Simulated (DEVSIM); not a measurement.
Structure: abrupt GaP p-n junction, at 250 K.

Layer 1 from the left is GaP, thickness (μm) 2.00, Na (cm⁻³) 3.6e18, τn (s) 2.4e-6, τp (s) 2.4e-6. Layer 2 from the left is GaP, thickness (μm) 32.0, Nd (cm⁻³) 3.9e14, τn (s) 2.4e-6, τp (s) 2.4e-6.

Left contact: ohmic. Right contact: ohmic. Voltage is applied to the left contact. Recombination: SRH at mid-gap, radiative, Auger. Mobility is μmin + (μ − μmin)/(1 + (N/Nref)^α).

The device is made up for the run: typed textbook-type constants, with dimensions and the other settings drawn at random. Values at 300 K; Nc and Nv go as T^1.5, mobilities as T to minus their exponent, the gap by Varshni's rule with the affinity fixed.

GaP: gap (eV) 2.26, affinity (eV) 3.8, permittivity 11.1, Nc (cm⁻³) 1.8e19, Nv (cm⁻³) 1.9e19, μn (cm²/Vs) 250, μp (cm²/Vs) 150, μn,min 10, μp,min 10, Nref,n 4.4e18, Nref,p 1e18, αn 0.8, αp 0.85, T exponent of μn 1.6, T exponent of μp 1.98, B (cm³/s) 1e-13, Cn (cm⁶/s) 1e-30, Cp (cm⁶/s) 1e-30, Varshni α (eV/K) 0.00058, Varshni β (K) 372.

DEVSIM, 1D drift-diffusion, Boltzmann statistics, complete ionisation; no tunnelling, impact ionisation, image-force lowering or self-heating.

Dark forward current:

```csv
|V| (V),|J| (A/cm²)
0.95,1.743e-13
1.00,5.739e-13
1.05,1.894e-12
1.10,6.264e-12
1.15,2.078e-11
1.20,6.917e-11
1.25,2.313e-10
1.30,7.783e-10
1.35,2.648e-9
1.40,9.207e-9
1.45,3.362e-8
1.50,1.371e-7
1.55,6.871e-7
1.60,4.509e-6
1.65,3.696e-5
1.70,0.0003417
1.75,0.003269
1.80,0.02804
1.85,0.1705
1.90,0.7389
1.95,2.617
2.00,8.216
2.05,22.93
2.10,53.98
2.15,103.8
2.20,166.6
```

Q: Work out the local ideality factor n = ΔV / (kT/q · ln(J2/J1)) between the rows 0.95 and 1.00 V, 1.70 and 1.75 V, 2.15 and 2.20 V.

A: kT/q = 21.54 mV. From 0.95 to 1.00 V: ln(5.739e-13/1.743e-13) = 1.192, n = 1.95, near the 2 of recombination in the depletion region. From 1.70 to 1.75 V: ln(0.003269/0.0003417) = 2.258, n = 1.03, near the 1 of diffusion or emission over a barrier. From 2.15 to 2.20 V: ln(166.6/103.8) = 0.473, n = 4.91.

Q: Estimate the current at 1.70 V from the Shockley equation with J0 = Σ q ni² D/(N L) coth(W/L), τ joining the SRH, radiative and Auger lifetimes that are on, and W taken as the whole layer.

A: ni² = 2.18e-8 cm⁻⁶; electrons in the p layer: μ = 187 cm²/Vs, D = 4.03 cm²/s, τ = 7.28e-8 s, L = 5.41 μm, W/L = 0.37, term 2.04e-41 A/cm²; holes in the n layer: μ = 215 cm²/Vs, D = 4.63 cm²/s, τ = 2.40e-6 s, L = 33.3 μm, W/L = 0.96, term 1.67e-38 A/cm². J0 = 1.67e-38 A/cm², and J = J0 exp(qV/kT) = 0.000316 A/cm². The simulation gives 0.000342 A/cm²; the estimate lies 7.5 % below. The estimate leaves out recombination in the depletion region and that region's share of W.
